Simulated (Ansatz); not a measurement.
## metastable zinc-blende AlN: the defect Nb on the Al site (Nb_Al)

All values below come from PBE, PAW (plane waves to 420 eV; Ansatz, a first-principles code). A 2×2×2 supercell of 64 sites was used; the energies come from a 2×2×2 shifted sampling of its zone. Site at the start: the Al site. Energies of charged states are corrected for periodic images (point charge plus alignment at distant sites). Dielectric constants: PBE linear response of the host. Host gap at this level: 3.31 eV. Finite-size and sampling errors can reach tenths of an eV here. PBE underestimates the host's gap, which shifts levels and can delocalise carriers. Spin–orbit coupling is left out. Each state is the lowest found from its start.

Formation energies E_f are given with the Fermi level at the valence-band maximum. Chemical conditions: N-rich (Δμ(Al) = -2.69 eV, Δμ(Nb) = -1.91 eV, bounded by rock-salt NbN; only phases computed here count, gases as isolated molecules at 0 K). Reference phases: Al: fcc Al, Nb: bcc Nb.

| charge | moment (μB) | largest move off a lattice site (Å) | image correction with alignment (eV) | E_f, N-rich (eV) | above the lowest spin state (eV) |
|---|---|---|---|---|---|
| +2 | not spin-polarised | 0.08 | 1.65 | -1.92 | 0.00 |
| +1 | 1.0 | 0.14 | 0.59 | 0.45 | 0.00 |
| 0 | 2.0 | 0.21 | 0.00 | 3.46 | 0.00 |
| 0 | not spin-polarised | 0.29 | 0.00 | 3.55 | 0.10 |
| −1* | 3.0 | 0.25 | – | – | 0.00 |
| −1* | 1.0 | 0.22 | – | – | 0.15 |

* At this level the carrier isn't localised at the defect: at charge −1 electrons occupy the conduction band. Such a state is shallow or no state of the defect, and this cell gives it no level.

Transition levels above the valence-band maximum: ε(+2/+1) = 2.38 eV; ε(+1/0) = 3.00 eV. On the lower envelope of the bound states, inside the gap: (+2/+1) at 2.38 eV; (+1/0) at 3.00 eV.

Flagged in the runs: a doubtful potential alignment.
